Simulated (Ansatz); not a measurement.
The reference is Al3Pd2 (space group P-3m1, No. 164; a = 4.210 Å, c = 5.140 Å; a cell from a computed database, its experimental status unchecked). Axes: x lies along a and z along c of the hexagonal cell.

The values are results of Ansatz (a program for electronic structure) PBEsol, no spin-orbit coupling, not measurements.

One thing is altered: every lattice vector is shortened by 1.10 %; the atoms relax in the strained cell.

Q: Predict the stress tensor and what it implies for the stiffness.

A: Stress of the strained cell less that of the base (GPa, compression positive):
```
    4.9     0.0     0.0
    0.0     4.9     0.0
    0.0     0.0     5.4
```

Then B = −ΔP/(ΔV/V₀) with ΔV/V₀ = -0.0326 gives secant stiffness values (nonlinear terms included at this strain): B (at held cell shape, above the free-shape value) ≈ 154 GPa.

As a check, the harmonic strain energy −½ V₀ Δσ:ε is 8.2 meV/atom; the computed energy rise is 7.9 meV/atom.

No phonon test of stability was made. All final runs are without spin polarisation.
